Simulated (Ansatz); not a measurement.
Consider the following.

```yaml
crystal:
  lattice:
    - [5.30799, 0.00000, 0.00000]
    - [0.00000, 5.30799, 0.00000]
    - [2.65399, -2.65399, 3.45512]
  atoms:
    - { symbol: Br, position: [0.25000, 0.25000, 0.50000] }
    - { symbol: Tl, position: [0.00000, 0.00000, 0.00000] }
```

No spin polarisation.

The values are results of DFT with PBEsol, PAW potentials and a 420 eV plane-wave cutoff in Ansatz (a quantum-chemistry and plane-wave program), no spin-orbit coupling, earlier PAW set, not measurements. k-mesh 8×8×8 (Γ-centred); smearing 0.05 eV (Fermi–Dirac).

Q: Predict the pressure, band gap and space group.

A: 
* **Pressure (mean of the normal stresses, compression positive)**: -0.01 GPa
* **Band gap**: 2.69 eV
* **Space group**: I-4m2 (No. 119)

Spin-orbit coupling, missing from the scalar runs, can matter with Tl. The cells carry an imposed strain or load. Stability against distortions was not tested. The cell was made from TlBr in the zinc blende structure (space group F-43m, No. 216; a hypothetical phase, not in the database extracts checked) by this change: biaxial strain +2.68 %, plane normal [001], relaxed out of plane.
